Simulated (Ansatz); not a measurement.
## Cost against accuracy: basis.ecutwfc for a (001) slab of LaYMg6 (cut from a parent of space group no. 38; 16 atoms in the cell)

Cell: a = 4.9257 Å, b = 8.2554 Å, c = 21.6145 Å, α = 90.00°, β = 90.00°, γ = 90.00°.

Level of theory: LDA (PW92), default PAW files made with PBE (plane waves; Ansatz, a first-principles code).

Base settings: basis.ecutwfc = 420 eV; kpoints.mp_grid.grid = 5 3 1; hamiltonian.xc = lda; hamiltonian.pseudopotentials = {kind: paw} (the program's default PAW files); scf.occupations.method = methfessel_paxton; scf.occupations.width = 0.1 eV.

Misses are taken against the tightest run, 840 eV, which need not be fully converged itself. The energy is the free energy per atom.

The count of work is k-points × plane waves × bands × iterations; it is no time, and leaves out set-up, grids and terms that scale otherwise. Core times come from one kind of shared machine and are given to one figure; runs under 30 s give none.

The starting cell comes from a database of computed structures (which also holds hypothetical and non-ambient phases and stackings), without a prior relaxation at this level. The slab is cut from that crystal, and its faces are unrelaxed. Its lattice was rescaled in the plane by a random factor within 2.5 % of one. The two faces of this cut differ, and no dipole correction was used.

The runs (basis.ecutwfc): 170 eV | 210 eV | 250 eV | 295 eV | 335 eV | 380 eV | 420 eV | 485 eV | 545 eV | 630 eV | 735 eV | 840 eV.

### Question
Which is the coarsest setting among those run that, with all tighter ones, holds the energy within 5 meV/atom of the reference, and what does it save?

### Answer
335 eV, off by 4.2 meV/atom; it needs 0.25 of the reference's count of work and about 0.3 of the reference's time.

### Question
Which is the coarsest setting among those run that, with all tighter ones, holds the energy within 2 meV/atom of the reference, and what does it save?

### Answer
380 eV, off by 0.48 meV/atom; it needs 0.30 of the reference's count of work and about 0.2 of the reference's time.

### Question
What does the step from 170 eV to 295 eV buy?

### Answer
It takes the miss in the energy from 5300 to 28 meV/atom, for 2.3 times the count of work.

```csv
basis.ecutwfc,energy less reference (meV/atom),largest difference in the force on any atom (eV/Å),count of work / reference,core time / reference (rough)
170 eV,5329.91,0.242,0.091,–
210 eV,1030.45,0.044,0.12,–
250 eV,199.91,0.007,0.16,–
295 eV,28.23,0.003,0.21,–
335 eV,4.17,0.001,0.25,0.3
380 eV,0.48,0.000,0.30,0.2
420 eV,0.20,0.000,0.35,0.3
485 eV,0.12,0.000,0.44,0.4
545 eV,0.08,0.000,0.52,0.4
630 eV,0.05,0.000,0.65,0.5
735 eV,0.02,0.000,0.82,0.5
840 eV,0.00,0.000,1.0,1
```

Keys are those of Ansatz 0.2.
